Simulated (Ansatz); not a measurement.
**What uniaxial strain ε_zz = −0.86 % does to TiSi2**

Take TiSi2 (space group Cmcm, No. 63; a = 3.5461 Å, b = 13.5634 Å, c = 3.5798 Å) as the base. Axes: x, y, z lie along a, b, c of the conventional cell.

Modification: uniaxial strain ε_zz = −0.86 %, all other strain components held at zero; the atoms relax in the strained cell.

Method: Ansatz (a first-principles code) PBE, without spin-orbit coupling. Settings: 14×14×13 k-points, 0.05 eV Fermi–Dirac smearing.

| quantity | base | changed | shift |
|---|---|---|---|
| volume per atom | 14.35 Å³ | 14.23 Å³ | -0.12 Å³ |
| space group | Cmcm (No. 63) | Cmcm (No. 63) | – |
| shortest interatomic distance | 2.404 Å | 2.397 Å | -0.0078 Å |
| energy relative to the base (free energy F) | 0 meV/atom | +1.0 meV/atom | +1.0 meV/atom |
| band gap | zero | zero | – |
| stress (xx, yy, zz, yz, xz, xy; compression positive) (rough) | – | (0.9, 0.5, 2.7, 0.0, 0.0, 0.0) GPa | – |

Final structure:

```
CELL_PARAMETERS angstrom
      1.77307    -6.78170     0.00000
      1.77307     6.78170     0.00000
      0.00000     0.00000     3.54906
ATOMIC_POSITIONS crystal
  Si 0.94062 0.05938 0.75000
  Si 0.05938 0.94062 0.25000
  Si 0.25006 0.74994 0.75000
  Si 0.74994 0.25006 0.25000
  Ti 0.60320 0.39680 0.75000
  Ti 0.39680 0.60320 0.25000
```

Without a gap, meshes like the base's 14×14×13 leave anisotropic stresses uncertain by several tenths of a GPa, and small strain energies with them. Stability against distortions was not tested. The final runs are not spin-polarised.
